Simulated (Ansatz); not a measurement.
**Effect of 1 layer on hypothetical P6_3/mmc SnSe2**

Consider SnSe2 in the 2H-MoS2 type structure (space group P6_3/mmc, No. 194; a = 3.770 Å, c = 11.292 Å; a hypothetical phase, not in the database extracts checked; layered, stacked along the Cartesian z axis).

Modification: a free-standing slab of 1 layer (3 atoms, 3 a layer) is cut normal to the stacking axis, with 15 Å of vacuum and the in-plane cell relaxed.

All numbers come from DFT with PBEsol-D3(BJ), PAW potentials and a 420 eV plane-wave cutoff in Ansatz (an electronic-structure program), no SOC. Γ-centred 15×15×1 mesh, Fermi–Dirac width 0.05 eV, for the changed cell.

```tsv
quantity	base	changed	shift
layer's space group (with vacuum)	–	P-6m2 (No. 187)	–
shortest interatomic distance	2.779 Å	2.736 Å	-0.043 Å
band gap	zero	zero	–
excess energy per area of both faces (slab less bulk energy over the cell's area: twice a surface energy) (uncertain by up to 0.04 J/m²)	–	0.98 J/m²	–
thickness between the outermost nuclei	–	3.42 Å	–
in-plane lattice parameter a	3.770 Å	3.698 Å	-0.072 Å
```

Final structure:

```
CELL_PARAMETERS angstrom
      3.69769     0.00000     0.00000
      1.84885     3.20229     0.00000
      0.00000     0.00000    18.45742
ATOMIC_POSITIONS crystal
  Se 0.66667 0.66667 0.40725
  Sn 0.33333 0.33333 0.50000
  Se 0.66667 0.66667 0.59275
```

Cost of the whole job for the changed cell (relaxation, final SCF and bands): very roughly 80 core-seconds.

Slab and bulk use different k-meshes, which limits the precision of the excess energy. Whether these cells are dynamically stable was not tested. The final runs are not spin-polarised. The zero or small gap of SnSe2 can change with the level of theory.
